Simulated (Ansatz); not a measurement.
For OsAl (Pm-3m), PBEsol, DFPT electron-phonon coupling, linearised Boltzmann equation (Ansatz, an electronic-structure program) gives a transport coupling λ_tr = 0.415 and a Drude plasma energy ħω_p = 8.24 eV.

Problem. Estimate the resistivity at 300 K from the high-temperature formula ρ = 2π λ_tr k_B T / (ħ ε₀ ω_p²), and say how the full Boltzmann solution compares.

Solution. The scattering rate is 1/τ = 2π λ_tr k_B T/ħ = 1.02e14 s⁻¹ and ω_p = 1.25e16 s⁻¹, so ρ ≈ 7.38 μΩ·cm. The Boltzmann solution gives 6.73 μΩ·cm, 0.91 times the estimate.

A metal at this level (no band gap). Only scattering by harmonic phonons is included (no impurities, grain boundaries, electron-electron scattering or thermal expansion). Spin-orbit coupling is left out, which matters with elements this heavy. The squared frequency of the phonon mode least converged on the k mesh is uncertain by 12 %. Halving the electron mesh (20x20x20) moves the resistivity by up to 4 % at 300 K, the coupling by up to 2 %. Smearing 0.20 eV; phonons on a 5x5x5 q mesh, which this run doesn't test.

Computed structure, not matched to a measured one here, so possibly hypothetical: OsAl (Pm-3m).
